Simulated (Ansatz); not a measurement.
# Computed paths: Ga-vacancy pair in silicon, charge state +1

Defect migration in silicon: Ga-vacancy pair (Ga on one host Si site, one Si site vacant), charge state +1. Level of theory: PBE, PAW (plane waves to 420 eV; Ansatz, an electronic-structure program).

Settings: 64 host sites, the relaxed PBE lattice, a 2×2×2 k-point mesh shifted by half a step, smearing 0.01 eV, spin-restricted, no image-charge correction. Static, classical nuclei. The charge state is imposed; whether it is stable for some Fermi level was not computed. Forms of the defect that were not tried may lie lower.

Barriers: single points on a 3×3×3 k-point mesh shifted by half a step at the bands' geometries.

```
Route                                                                                               Start site over the lowest site run (eV)  Hop (Å)  Forward barrier (eV)  Backward barrier (eV)  Neighbours at the start      Neighbours at the saddle  Saddle order  Forward, on the band's own sampling (eV)
--------------------------------------------------------------------------------------------------  ----------------------------------------  -------  --------------------  ---------------------  -----------------------  ----------------------------  ------------  ----------------------------------------
direct exchange of Ga with the vacancy (Ga-vacancy distance between ideal sites 2.37 Å throughout)                                      0.00     2.78                  0.23                   0.23           3 Si at 2.39 Å  3 Si at 2.83, 3 Si at 2.84 Å   first order                                      0.27
```

Paths come from nudged elastic bands with a climbing image.   A further band (a nearby Si atom hops onto the vacant site (Ga-vacancy distance between ideal sites 2.37 → 3.87 Å), 2.45 Å) gave 0.81 eV forward on its own sampling, 0.81 eV above the lowest site run, but one of its ends is hardly a minimum (the way back has under 0.02 eV), so it is not taken as a result. A further band (a nearby Si atom hops onto the vacant site (Ga-vacancy distance between ideal sites 3.87 → 5.96 Å), 2.47 Å) gave 0.46 eV forward on its own sampling, 1.26 eV above the lowest site run, but at one of its points the charge lies in the host's bands or the defect's levels are part-filled, so it is not taken as a result. A further band (a nearby Si atom hops onto the vacant site (Ga-vacancy distance between ideal sites 3.87 → 4.54 Å), 2.68 Å) gave 0.59 eV forward on its own sampling, 1.39 eV above the lowest site run, but at one of its points the charge lies in the host's bands or the defect's levels are part-filled, so it is not taken as a result.

The whole set of runs took roughly 10 core-hours.
